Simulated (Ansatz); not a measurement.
End structure of the 1x1 (111) surface of fcc Al:

```
CELL_PARAMETERS angstrom
      5.71619     0.00000     0.00000
     -1.42905     2.47518     0.00000
      0.00000     0.00000    26.50000
ATOMIC_POSITIONS crystal
  Al 0.16667 0.66667 0.36842
  Al 0.66667 0.66667 0.36842
  Al 0.33333 0.33333 0.45674
  Al 0.83333 0.33333 0.45674
  Al 0.00000 0.00000 0.54326
  Al 0.50000 0.00000 0.54326
  Al 0.16667 0.66667 0.63158
  Al 0.66667 0.66667 0.63158
```

Set-up: 8 atoms, 7.0 Å thick at the start (thin: gaps and levels are the slab's own); mesh 6x12x1; 0.1 eV smearing; dipole correction on; 4 atoms held, the rest relaxed; start symmetry kept, larger cells not searched; no spin, no spin-orbit, no U.

Predict the work function of the top face from PBE (Ansatz, a program for electronic structure).

4.03 eV
